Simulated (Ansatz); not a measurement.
**FeS2 (Pnnm): band-edge transport data**

Here is the system:

```
FeS2
1.0
    4.43889     0.00000     0.00000
    0.00000     5.40951     0.00000
    0.00000     0.00000     3.38958
Fe S
2 4
Direct
  0.50000   0.50000   0.50000
  0.00000   0.00000   0.00000
  0.29375   0.87518   0.50000
  0.70625   0.12482   0.50000
  0.79375   0.62482   0.00000
  0.20625   0.37518   0.00000
```

All values below come from PBE with spin-orbit coupling, rigid bands (plane waves, PAW; Ansatz, a first-principles code). Condition of this run: functional PBE, cell relaxed with it. How the cell was made: cell and atoms relaxed with PBE.

```yaml
band_gap: 0.85 eV
electron conductivity mass (300 K, dilute): 1.84 (x), 1.46 (y), 2.5 (z) mₑ
hole conductivity mass (300 K, dilute): 1.55 (x), 2.8 (y), 1.52 (z) mₑ
effective density of states N_c (300 K): 1.0e20 cm⁻³
effective density of states N_v (300 K): 4.4e20 cm⁻³
density_of_states_mass_electrons: 2.5 mₑ
density_of_states_mass_holes: 6.7 mₑ
Seebeck coefficient, n-type 1e19 cm⁻³, 300 K: -460 μV/K
Seebeck coefficient, p-type 1e19 cm⁻³, 300 K: 574 μV/K
```

Rigid bands; masses and Seebeck coefficients take one relaxation time τ for all states and one kind of carrier; polarons and phonon drag are left out.

Formula and space group known from diffraction (Crystallography Open Database), not checked to be the room-temperature form: FeS2 (Pnnm). Treated as nonmagnetic, magnetic states not searched for: FeS2 (Pnnm).
